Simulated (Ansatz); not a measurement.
The reference is SbP in the rock salt structure (space group Fm-3m, No. 225; a = 5.600 Å; a hypothetical phase, not in the database extracts checked; relaxed with 0.1 eV smearing).

Level of theory: r2SCAN in Ansatz (plane waves to 500 eV, PAW, without spin-orbit coupling).

Before the change:

- Pressure: 0.0 GPa

Perturbation: the cell is scaled by 1.0366 in all directions, atoms relaxed at fixed cell.

Question: What happens to the energy relative to the base and pressure?

Answer: The energy goes up by 59 meV/atom; the pressure goes from zero to -6.9 GPa.

The cells carry an imposed strain or load. No phonon test of stability was made. The final runs are not spin-polarised.

Ansatz is a first-principles code.
